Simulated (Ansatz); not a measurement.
# YOF, pressure series

Base system: YOF (space group R-3m, No. 166).

```xyz
6
Lattice="1.8871 1.0895 6.2728 -1.8871 1.0895 6.2728 0.0000 -2.1790 6.2728" Properties=species:S:1:pos:R:3 pbc="T T T"
Y      0.0000     0.0000    13.9493
Y      0.0000     0.0000     4.8691
O      0.0000     0.0000    11.6961
O      0.0000     0.0000     7.1223
F      0.0000     0.0000     2.4492
F      0.0000     0.0000    16.3692
```

Cell and atoms are relaxed at each pressure.

Level of theory: Kohn–Sham DFT with the PBEsol functional, run in Ansatz (a first-principles code) with PAW and 420 eV plane waves, no spin-orbit coupling.

Candidates:
(a) pressure 15 GPa
(b) pressure 4.5 GPa
(c) pressure 30 GPa
(d) pressure 0.9 GPa
(e) pressure 9 GPa

Base values:

The c/a ratio is 4.986.

Problem. Order them by c/a ratio, lowest first.

Solution. (c) pressure 30 GPa (4.938), (a) pressure 15 GPa (4.955), (e) pressure 9 GPa (4.964), (b) pressure 4.5 GPa (4.973), (d) pressure 0.9 GPa (4.983)

Load acts through the strain it causes; cell and atoms are relaxed under it. Whether these cells are dynamically stable was not tested. Competing high-pressure phases were not computed.
